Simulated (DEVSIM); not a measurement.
Structure: n-channel Si fully depleted SOI MOSFET with SiON, at 350 K.

| Quantity | Value |
|---|---|
| Gate length | 100 nm |
| Source drain length | 80 nm |
| Dielectric thickness | 3.2 nm |
| Lateral straggle | 7.6 nm |
| Underlap | 0 nm |
| Body thickness | 27.2 nm |
| Buried oxide | 100 nm |
| Gate work function | 4.5 eV |
| Source and drain doping | 9.1e19 cm⁻³, Gaussian tails under the gate |
| Body doping | 3e16 cm⁻³ |
| Lifetime | 2e-7 s |
| Supply | 1.2 V |
| Back work function | 4.45 eV |

All mobilities are scaled by 0.2; velocity saturation, μ/(1 + (μE/vsat)^b)^(1/b) with b = 2 for electrons and 1 for holes and E the electric field along each mesh edge, is on. Mobility is constant in doping.

Constants are typed, rounded textbook-type inputs, not results; the design itself was drawn at random and stands for no fabricated device. Values at 300 K; Nc and Nv go as T^1.5, mobilities as T to minus their exponent, the gap by Varshni's rule with the affinity fixed.

Si: gap (eV) 1.124, affinity (eV) 4.05, permittivity 11.7, Nc (cm⁻³) 2.86e19, Nv (cm⁻³) 3.1e19, μn (cm²/Vs) 1417, μp (cm²/Vs) 470, T exponent of μn 2.3, T exponent of μp 2.2, vsat,n (cm/s) 1e7, vsat,p (cm/s) 8.4e6, Varshni α (eV/K) 0.000473, Varshni β (K) 636. SiON: gap (eV) 7, affinity (eV) 1.4, permittivity 5.5. SiO2: gap (eV) 9, affinity (eV) 0.9, permittivity 3.9.

Simulated with DEVSIM: 2D drift-diffusion, Boltzmann statistics, complete ionisation; no quantum confinement, tunnelling, impact ionisation, self-heating, contact resistance or fringe fields beside the gate. Metal contacts follow the ideal Schottky-Mott rule: no Fermi-level pinning, no interface dipoles.

Transfer curves, |Id| in μA/μm:

```tsv
Vg (V)	Vd = 0.05 V	Vd = 1.2 V
-0.36	0.006208	3.722
-0.3	0.01401	6.309
-0.24	0.03119	10.04
-0.18	0.06832	15.07
-0.12	0.1466	21.46
-0.06	0.3064	29.26
0	0.6188	38.52
0.06	1.198	49.36
0.12	2.209	61.99
0.18	3.872	76.80
0.24	6.483	94.40
0.3	10.41	115.6
0.36	15.95	141.2
0.42	23.10	171.9
0.48	31.53	207.7
0.54	40.79	248.3
0.6	50.55	293.3
0.66	60.56	342.0
0.72	70.68	394.1
0.78	80.82	449.1
0.84	90.93	506.5
0.9	101.0	566.1
0.96	110.9	627.6
1.02	120.8	690.7
1.08	130.5	755.3
1.14	140.2	821.2
1.2	149.7	888.2
```

Question: Work out the subthreshold swing at low drain bias from the rows at -0.36 and -0.3 V, and compare it with the thermal limit.

Answer: log10(0.01401/0.006208) = 0.353 over 60.0 mV, so S = 170 mV/decade. The limit kT/q ln 10 is 69.4 mV/decade; the ratio is 2.44. This is the steepest step of the table.

Question: Give the natural length λ = √(ε_body t_body t_ox / (ε_ox)) and the gate length in units of it.

Answer: λ = 13.6 nm and L/λ = 7.3. The formula is that for thin layers, and L is the gate's length, not the shorter one between the doping tails.

Source and drain are degenerate, where Boltzmann statistics are only rough. The electric field that drives the saturation includes the junctions' built-in field, which lowers the mobility there even at small currents: subthreshold currents come out too low, a known weakness of this choice.
